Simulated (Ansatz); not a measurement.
An Ansatz (a first-principles code) input (Kohn–Sham DFT with the r2SCAN+rVV10 functional, run in Ansatz with PAW and 500 eV plane waves, no spin-orbit coupling):

Ansatz 0.2 input:
```yaml
crystal:
  lattice:
    - [4.1545600895, 0, 0]
    - [2.0772800447, 3.597954579, 0]
    - [0, 0, 40.4033058649]
  atoms:
    - { symbol: I, position: [0.3333333333, 0.3333333333, 0.1856283747] }
    - { symbol: Hg, position: [0.6666666667, 0.6666666667, 0.2328339804] }
    - { symbol: I, position: [0.3333333333, 0.3333333333, 0.2800395861] }
    - { symbol: I, position: [0.6666666667, 0.6666666667, 0.3637390544] }
    - { symbol: Hg, position: [0.3333333333, 0.3333333333, 0.4109446601] }
    - { symbol: I, position: [0.6666666667, 0.6666666667, 0.4581502659] }
    - { symbol: I, position: [0.3333333333, 0.3333333333, 0.5418497341] }
    - { symbol: Hg, position: [0.6666666667, 0.6666666667, 0.5890553399] }
    - { symbol: I, position: [0.3333333333, 0.3333333333, 0.6362609456] }
    - { symbol: I, position: [0.6666666667, 0.6666666667, 0.7199604139] }
    - { symbol: Hg, position: [0.3333333333, 0.3333333333, 0.7671660196] }
    - { symbol: I, position: [0.6666666667, 0.6666666667, 0.8143716253] }
basis: { ecutwfc: 500, ecutrho_ratio: 4, xc_grid: 4, fft_grid_basis: typed }
kpoints: { mp_grid: { grid: [9, 9, 1] } }
hamiltonian:
  xc: r2scan
  dispersion: rvv10
  pseudopotentials: { kind: paw }
scf: { occupations: { method: fermi_dirac, width: 0.05 } }
relax: { f_tol: 0.01, max_steps: 60, cell: { stress_tol: 0.02, fix: [c, alpha, beta] } }
output: { forces: true, stress: true }
checkpoint: { write: state.ck, write_every: 1000 }
```

Which symmetry and how many k-points will the program report, and about how many plane waves at Γ?

Space group P-3m1 (ITA 164) with 12 operations, k-points 12 of 81, and 15333 plane waves at Γ.

Stability against distortions was not tested. The cell was made from HgI2 in the 2H-MoS2 type structure (space group P6_3/mmc, No. 194; a hypothetical phase, not in the database extracts checked) by this change: a free-standing slab of 4 layers (12 atoms, 3 a layer) is cut normal to the stacking axis, with 15 Å of vacuum and the in-plane cell relaxed.
